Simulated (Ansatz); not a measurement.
**Voigt–Reuss–Hill shear modulus of CsCl-type TiCo at several levels of theory**

No measured value is used here.

```tsv
level (code)	value (GPa)	cell (Å³/atom)
LDA (Ansatz)	46.2	12.21
BLYP (Ansatz)	…	13.55
PBE (Ansatz)	…	13.12
PBEsol (Ansatz)	46.6	12.62
revPBE (Ansatz)	42.2	13.36
RPBE (Ansatz)	41.7	13.45
PBE-D3(BJ) (Ansatz)	…	12.63
r²SCAN (Ansatz)	39.4	12.85
r²SCAN+rVV10 (Ansatz)	39.9	12.74
```

### Question
Fill in the missing entries.

### Answer

- BLYP (Ansatz, a quantum-chemistry and plane-wave program), value (GPa): 36.0
- PBE (Ansatz), value (GPa): 43.5
- PBE-D3(BJ) (Ansatz), value (GPa): 47.6

The crystal itself was run without spin with LDA, BLYP, PBE, PBEsol, revPBE, RPBE, PBE-D3(BJ), r²SCAN, r²SCAN+rVV10; a magnetic state was not tried in these runs. PBE-D3(BJ): the dispersion coefficients are held fixed in the derivatives. Each level is taken at its own relaxed cell. Cutoffs differ between the levels. Ansatz's density-functional and Hartree–Fock values are scalar-relativistic unless marked +SOC, with PAW data made under PBE.
